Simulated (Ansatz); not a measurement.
**Si (Imma): band-edge transport data**

Consider the following.

```
CELL_PARAMETERS angstrom
     -0.00912     2.70893     2.72311
      2.70893    -0.00912     2.72311
      2.69981     2.69981     0.00000
ATOMIC_POSITIONS crystal
  Si 0.25046 0.25046 0.24954
  Si 0.99954 0.99954 0.00046
```

Computed with PBEsol with spin-orbit coupling, rigid bands (plane waves, PAW; Ansatz, an electronic-structure program). Condition of this run: uniaxial stress along [110] of 1 GPa (compression positive) (the target of the relaxation). How the cell was made: cell and atoms relaxed with PBEsol, then loaded as said.

```json
{
  "band_gap": "0.39 eV",
  "electron conductivity mass (300 K, dilute)": "0.32 (x), 0.32 (y), 0.23 (z) mₑ",
  "hole conductivity mass (300 K, dilute)": "0.54 (x), 0.54 (y), 0.35 (z) mₑ",
  "effective density of states N_c (300 K)": "2.2e19 cm⁻³",
  "effective density of states N_v (300 K)": "1.0e19 cm⁻³",
  "density_of_states_mass_electrons": "0.91 mₑ",
  "density_of_states_mass_holes": "0.55 mₑ",
  "Seebeck coefficient, n-type 1e19 cm⁻³, 300 K": "-299 μV/K",
  "Seebeck coefficient, p-type 1e19 cm⁻³, 300 K": "294 μV/K",
  "best p-type power factor at 300 K for τ = 10 fs (best axis; densities from 1e16 to 1e21 cm⁻³ tried, whether or not they can be reached)": "15.9 μW/(cm·K²) at 1e20 cm⁻³"
}
```

Rigid bands; masses and Seebeck coefficients take one relaxation time τ for all states and one kind of carrier; polarons and phonon drag are left out.
